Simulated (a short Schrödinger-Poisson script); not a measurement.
Stack: MOS inversion layer, Al2O3 on p-type Si(100), at 300 K.

```
layer  material  thickness (nm)  Na (cm⁻³)
-----  --------  --------------  ---------
1         Al2O3             2.4          -
2            Si            1800     5.9e16
```

Constants are typed, rounded textbook-type inputs, not results; the design itself was drawn at random and stands for no fabricated device. Al2O3: permittivity 9, conduction-band edge (eV) 2.7, gap (eV) 6.8, electron mass (mₑ) 0.3. Si: permittivity 11.7, conduction-band edge (eV) 0, gap (eV) 1.124, Nv at 300 K (cm⁻³) 3.1e19.

Channel valleys (confinement mass, in-plane density-of-states mass, number): Δ2 0.916, 0.19, 2; Δ4 0.19, 0.417, 4. At the gate the conduction-band edge of layer 1 lies 3.02 eV − eVg above the Fermi level of the channel; the field vanishes at the back. Gaps are held at their typed values at every temperature. Mesh 0.03 nm at interfaces.

From a short Schrödinger-Poisson script (our own, NumPy): 1D Poisson equation in equilibrium, electrons quantum, Hartree (BenDaniel-Duke, 12 states a valley, the channel's in-plane mass for all, wave functions ending at the dielectric), parabolic valleys, classical holes, full ionisation, no traps, pinning or gate leakage.

The same stack at other levels of the model or other numerical settings:

| run | sheet density of all electrons at Vg = 1.05 V (cm⁻²) | sheet density of all electrons at Vg = 0.45 V (cm⁻²) | capacitance at Vg = 1.05 V (μF/cm²) | centroid of the channel electrons at Vg = 1.05 V (nm) | rough cost against the base |
|---|---|---|---|---|---|
| base | 9.27e12 | 1.28e12 | 2.36 | 1.83 | about 1 |
| electrons treated as classical, Boltzmann | ___ | 1.99e12 | 3.06 | ___ | 0.03 |
| electrons treated as classical, Fermi-Dirac | 1.18e13 | 1.94e12 | ___ | 0.82 | 0.2 |
| mesh six times as coarse | 9.28e12 | 1.28e12 | 2.36 | 1.83 | 0.3 |
| one subband a valley | 9.24e12 | 1.24e12 | 2.36 | 1.72 | 0.5 |

### Question
Fill in the missing entries.

### Answer

- electrons treated as classical, Boltzmann, sheet density of all electrons at Vg = 1.05 V (cm⁻²): 1.26e13
- electrons treated as classical, Fermi-Dirac, capacitance at Vg = 1.05 V (μF/cm²): 2.78
- electrons treated as classical, Boltzmann, centroid of the channel electrons at Vg = 1.05 V (nm): 0.59

The classical rows ignore confinement, and Boltzmann statistics overrate the density once the band edge passes the Fermi level.
